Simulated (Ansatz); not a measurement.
Carrier doping in GaP

The reference is GaP in the zinc blende structure (space group F-43m, No. 216; a = 5.438 Å).

Carriers are added at fixed cell with a uniform background; the Fermi–Dirac width is that of 300 K.

Calculations: PBEsol (Ansatz, a quantum-chemistry and plane-wave program), spin-orbit coupling left out.

Notes on the quantities. Fermi level from band edge: Fermi level relative to the doped band's edge (positive inside the band; to 0.05 eV).

| variant | Fermi level from band edge | gap between the host's bands |
|---|---|---|
| undoped | – | 1.45 eV |
| electrons 5.0×10^20 cm⁻³ | +0.15 eV | 1.45 eV |
| electrons 1.0×10^21 cm⁻³ | +0.25 eV | 1.44 eV |
| electrons 3.0×10^21 cm⁻³ | … | 1.41 eV |
| electrons 1.0×10^22 cm⁻³ | +0.85 eV | … |
| holes 5.0×10^20 cm⁻³ | +0.15 eV | 1.47 eV |
| holes 1.0×10^21 cm⁻³ | +0.25 eV | … |
| holes 3.0×10^21 cm⁻³ | +0.50 eV | 1.55 eV |
| holes 1.0×10^22 cm⁻³ | +0.95 eV | … |

Fill in the withheld entries from the trend.


- electrons 3.0×10^21 cm⁻³, Fermi level from band edge: +0.45 eV
- electrons 1.0×10^22 cm⁻³, gap between the host's bands: 1.32 eV
- holes 1.0×10^21 cm⁻³, gap between the host's bands: 1.49 eV
- holes 1.0×10^22 cm⁻³, gap between the host's bands: 1.75 eV

Carriers are added with a uniform compensating background; total energy and stress of such cells depend on the potential's zero and are not compared; many-body gap narrowing is missing at this level. Whether these cells are dynamically stable was not tested.
